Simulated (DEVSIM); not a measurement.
Device: Ni/AlN/SiO2/p-Si capacitor, at 300 K.

```
layer (left to right)  material  thickness (nm)  Na (cm⁻³)
---------------------  --------  --------------  ---------
1                           AlN            2.80          -
2                          SiO2           0.990          -
3                            Si             450     1.6e18
```

Metal gate on the left, work function 5.1 eV. Fixed charge at the semiconductor interface -6.6e10 cm⁻² (in units of +e); no interface traps.

The device is made up for the run: typed textbook-type constants, with dimensions and the other settings drawn at random. Values at 300 K.

```
parameter      AlN  SiO2       Si
-------------  ---  ----  -------
gap (eV)       6.1     9    1.124
affinity (eV)  1.9   0.9     4.05
permittivity   8.5   3.9     11.7
Nc (cm⁻³)        -     -  2.86e19
Nv (cm⁻³)        -     -   3.1e19
```

Simulated with DEVSIM: 1D Poisson equation in equilibrium, Boltzmann statistics, complete ionisation; no quantum confinement or tunnelling. Metal contacts follow the ideal Schottky-Mott rule: no Fermi-level pinning, no interface dipoles.

Task: Tabulate band edges, carrier densities and field at 0.9 V on the gate.

Result: Energies count from the Fermi level of the right contact; mesh points crowd at the junctions.

```json
[
 {"x (μm)": "0.000", "Ec (eV)": "2.300", "Ev (eV)": "-3.800", "n (cm⁻³)": "< 1e2", "p (cm⁻³)": "< 1e2", "field (V/cm)": "710000"},
 {"x (μm)": "0.0007510", "Ec (eV)": "2.353", "Ev (eV)": "-3.747", "n (cm⁻³)": "< 1e2", "p (cm⁻³)": "< 1e2", "field (V/cm)": "710000"},
 {"x (μm)": "0.001539", "Ec (eV)": "2.410", "Ev (eV)": "-3.690", "n (cm⁻³)": "< 1e2", "p (cm⁻³)": "< 1e2", "field (V/cm)": "710000"},
 {"x (μm)": "0.002376", "Ec (eV)": "2.469", "Ev (eV)": "-3.631", "n (cm⁻³)": "< 1e2", "p (cm⁻³)": "< 1e2", "field (V/cm)": "710000"},
 {"x (μm)": "0.003191", "Ec (eV)": "3.561", "Ev (eV)": "-5.439", "n (cm⁻³)": "< 1e2", "p (cm⁻³)": "< 1e2", "field (V/cm)": "1600000"},
 {"x (μm)": "0.003560", "Ec (eV)": "3.618", "Ev (eV)": "-5.382", "n (cm⁻³)": "< 1e2", "p (cm⁻³)": "< 1e2", "field (V/cm)": "1600000"},
 {"x (μm)": "0.004314", "Ec (eV)": "0.529", "Ev (eV)": "-0.595", "n (cm⁻³)": "3.8e10", "p (cm⁻³)": "3.1e9", "field (V/cm)": "490000"},
 {"x (μm)": "0.006420", "Ec (eV)": "0.627", "Ev (eV)": "-0.497", "n (cm⁻³)": "8.3e8", "p (cm⁻³)": "1.4e11", "field (V/cm)": "440000"},
 {"x (μm)": "0.009829", "Ec (eV)": "0.763", "Ev (eV)": "-0.361", "n (cm⁻³)": "4300000", "p (cm⁻³)": "2.7e13", "field (V/cm)": "360000"},
 {"x (μm)": "0.01585", "Ec (eV)": "0.934", "Ev (eV)": "-0.190", "n (cm⁻³)": "5900", "p (cm⁻³)": "2.0e16", "field (V/cm)": "210000"},
 {"x (μm)": "0.02689", "Ec (eV)": "1.040", "Ev (eV)": "-0.084", "n (cm⁻³)": "< 1e2", "p (cm⁻³)": "1.2e18", "field (V/cm)": "22000"},
 {"x (μm)": "0.05713", "Ec (eV)": "1.047", "Ev (eV)": "-0.077", "n (cm⁻³)": "< 1e2", "p (cm⁻³)": "1.6e18", "field (V/cm)": "≈ 0"},
 {"x (μm)": "0.1026", "Ec (eV)": "1.047", "Ev (eV)": "-0.077", "n (cm⁻³)": "< 1e2", "p (cm⁻³)": "1.6e18", "field (V/cm)": "≈ 0"},
 {"x (μm)": "0.1862", "Ec (eV)": "1.047", "Ev (eV)": "-0.077", "n (cm⁻³)": "< 1e2", "p (cm⁻³)": "1.6e18", "field (V/cm)": "≈ 0"},
 {"x (μm)": "0.3317", "Ec (eV)": "1.047", "Ev (eV)": "-0.077", "n (cm⁻³)": "< 1e2", "p (cm⁻³)": "1.6e18", "field (V/cm)": "≈ 0"},
 {"x (μm)": "0.3878", "Ec (eV)": "1.047", "Ev (eV)": "-0.077", "n (cm⁻³)": "< 1e2", "p (cm⁻³)": "1.6e18", "field (V/cm)": "≈ 0"},
 {"x (μm)": "0.4183", "Ec (eV)": "1.047", "Ev (eV)": "-0.077", "n (cm⁻³)": "< 1e2", "p (cm⁻³)": "1.6e18", "field (V/cm)": "≈ 0"},
 {"x (μm)": "0.4350", "Ec (eV)": "1.047", "Ev (eV)": "-0.077", "n (cm⁻³)": "< 1e2", "p (cm⁻³)": "1.6e18", "field (V/cm)": "≈ 0"},
 {"x (μm)": "0.4461", "Ec (eV)": "1.047", "Ev (eV)": "-0.077", "n (cm⁻³)": "< 1e2", "p (cm⁻³)": "1.6e18", "field (V/cm)": "≈ 0"},
 {"x (μm)": "0.4503", "Ec (eV)": "1.047", "Ev (eV)": "-0.077", "n (cm⁻³)": "< 1e2", "p (cm⁻³)": "1.6e18", "field (V/cm)": "≈ 0"},
 {"x (μm)": "0.4524", "Ec (eV)": "1.047", "Ev (eV)": "-0.077", "n (cm⁻³)": "< 1e2", "p (cm⁻³)": "1.6e18", "field (V/cm)": "≈ 0"},
 {"x (μm)": "0.4538", "Ec (eV)": "1.047", "Ev (eV)": "-0.077", "n (cm⁻³)": "< 1e2", "p (cm⁻³)": "1.6e18", "field (V/cm)": "≈ 0"}
]
```
